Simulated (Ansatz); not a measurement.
# Response to strain in Ru

Start from Ru in the hcp (Mg type) structure (space group P6_3/mmc, No. 194; a = 2.704 Å, c = 4.263 Å; relaxed with 0.1 eV smearing). Axes: x lies along a and z along c of the hexagonal cell.

Strains are applied to the cell and any free atomic positions relax; under biaxial strain the out-of-plane vector relaxes too.

The values are results of r2SCAN/PAW in Ansatz (a program for electronic structure), no spin-orbit coupling, not measurements.

Notes on the quantities. in-plane stress: mean in-plane stress (compression positive).

```tsv
variant	volume per atom	in-plane stress
base	13.50 Å³	–
biaxial strain +0.50 %, plane normal [001], relaxed out of plane	13.60 Å³	-3.4 GPa
biaxial strain +1.00 %, plane normal [001], relaxed out of plane	13.70 Å³	…
biaxial strain +1.50 %, plane normal [001], relaxed out of plane	13.79 Å³	-9.6 GPa
biaxial strain +2.00 %, plane normal [001], relaxed out of plane	13.89 Å³	-12.4 GPa
biaxial strain +2.50 %, plane normal [001], relaxed out of plane	13.99 Å³	…
biaxial strain +3.00 %, plane normal [001], relaxed out of plane	14.09 Å³	-17.4 GPa
```

### Question
What belongs in the blanks?

### Answer

- biaxial strain +1.00 %, plane normal [001], relaxed out of plane, in-plane stress: -6.6 GPa
- biaxial strain +2.50 %, plane normal [001], relaxed out of plane, in-plane stress: -15.0 GPa

No phonon test of stability was made. All final runs are without spin polarisation.
